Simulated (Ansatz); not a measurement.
System: Ti4AlN3 (P6₃/mmc, No. 194). Method: BLYP in Ansatz (PAW).

Input:

Ansatz 0.2 input:
```yaml
crystal:
  lattice:
    - [1.4946626686, -2.5888316822, 0.0]
    - [1.4946626686, 2.5888316822, 0.0]
    - [0.0, 0.0, 23.3122473888]
  atoms:
    - { symbol: Ti, position: [0.0, 0.0, 0.1545196858] }
    - { symbol: Ti, position: [0.0, 0.0, 0.6545196858] }
    - { symbol: Ti, position: [0.0, 0.0, 0.8454803142] }
    - { symbol: Ti, position: [0.0, 0.0, 0.3454803142] }
    - { symbol: Ti, position: [0.3333333333, 0.6666666667, 0.0539148711] }
    - { symbol: Ti, position: [0.6666666667, 0.3333333333, 0.5539148711] }
    - { symbol: Ti, position: [0.6666666667, 0.3333333333, 0.9460851289] }
    - { symbol: Ti, position: [0.3333333333, 0.6666666667, 0.4460851289] }
    - { symbol: Al, position: [0.3333333333, 0.6666666667, 0.25] }
    - { symbol: Al, position: [0.6666666667, 0.3333333333, 0.75] }
    - { symbol: N, position: [0.0, 0.0, 0.0] }
    - { symbol: N, position: [0.0, 0.0, 0.5] }
    - { symbol: N, position: [0.3333333333, 0.6666666667, 0.6059091007] }
    - { symbol: N, position: [0.6666666667, 0.3333333333, 0.1059091007] }
    - { symbol: N, position: [0.6666666667, 0.3333333333, 0.3940908993] }
    - { symbol: N, position: [0.3333333333, 0.6666666667, 0.8940908993] }
basis:
  ecutwfc: 520
  ecutrho_ratio: 4
  xc_grid: 2
kpoints:
  mp_grid: { grid: [24, 24, 4] }
hamiltonian:
  xc: blyp
  dispersion: none
  pseudopotentials: { kind: paw }
scf:
  occupations: { method: fermi_dirac, width: 0.05 }
output:
  forces: true
  stress: true
  eigenvalues: true
relax:
  f_tol: 0.004
  escape_saddle: false
  max_steps: 80
  cell: { stress_tol: 0.02, fix: [volume] }
```

From the output:

```
Relaxation: its limit of steps is 80 (relax.max_steps)
Crystal: 16 atoms, lattice volume = 180.410 Å³
Basis set: ecut = 520 eV, 4947 PW (Γ), exchange–correlation on 48×48×360 points (8 copies of the dense FFT grid, shifted against one another)
Bands: 82, of which v1, the nominal top of the filled ones, is band 66 counted from 1 (65 counted from 0)
Symmetry: 24 space group operations
Space group: P63/mmc (ITA 194), of the structure as read, at distance tolerance 5.7e-5 Å
k-points: 183 of 2304
Functional: x = b88, c = lyp
SCF iter   1: F=—  HF=-23463.958804 eV  |F-HF|=—  |Δ(HF+E_count)|=         —  Δρ=2.08e-2  dr2=1.05e0
SCF iter   2: F=—  HF=-23463.784718 eV  |F-HF|=—  |Δ(HF+E_count)|=   1.74e-1  Δρ=6.79e-3  dr2=1.70e-1
  ...
SCF 1 converged in 9 iterations: F = -23463.763306 eV  dr2 = 2.36e-8
Crystal: 16 atoms, lattice volume = 180.410 Å³
Initial density: handed on by an earlier stage of this run
SCF 2 converged in 7 iterations: F = -23463.778881 eV  dr2 = 6.57e-7
  ...
SCF 8 converged in 12 iterations: F = -23463.782295 eV  dr2 = 5.64e-17
SCF converged after 12 iterations
Free energy (F): -23463.782295 eV
Internal energy: -23463.757942 eV  (E = F + TS)
E sigma→0 (E₀):  -23463.770118 eV
Fermi energy:    15.162504 eV
--- Stress (GPa, compression-positive) ---
        8.092115       0.000000      -0.000000
        0.000000       8.092115      -0.000000
       -0.000000      -0.000000       8.092188
  P = ⅓ Tr σ = 8.0921 GPa (80.921 kbar)
```

The cell is one volume of an energy–volume scan, off the minimum.

The PAW data were made under PBE.

Note: the run has no spin polarisation, so it can have missed a magnetic state.

Computing time: around 30 core-minutes (rough).

Ansatz is an electronic-structure program.
